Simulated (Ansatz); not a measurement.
Defect: interstitial F in rock-salt LiF, charge state -1. The step: several atoms move together, F the farthest; the atom moves 1.63 Å along (0.17, -0.17, 0.32) of the unit cell; the moving atom starts with neighbours F at 2.28; 3 Li at 1.81 Å and ends with 4 F at 2.28; 3 Li at 1.78, Li at 1.79 Å. A PBE band in Ansatz (plane-wave PAW, the Γ point alone, 64 host sites, 27 SCF runs with any check of the saddle's order, static, no finite-size correction) gives a forward barrier of 0.33 eV. The saddle point's order was not checked, and it lies on a symmetry element of the cell, where a band can be held. The charge state is imposed; whether it is stable for some Fermi level was not computed. Sites that were not tried may lie lower.

Single points at the band's start and saddle point can refine it. Rough cost of one point, in units of the band's mean SCF on the same machine:

```json
[
 {"Level": "PBE, a 2×2×2 k-point mesh shifted by half a step", "Cost of one point": "about 7"},
 {"Level": "r2SCAN at 500 eV, the Γ point alone", "Cost of one point": "about 4"}
]
```

Which of these move the barrier by more than 0.1 eV, and how far does each move it?

Not one does. PBE, a 2×2×2 k-point mesh shifted by half a step: +0.01 eV; r2SCAN at 500 eV, the Γ point alone: 0.00 eV. Each functional is compared with PBE at the same k-points.

Ansatz is an electronic-structure program.
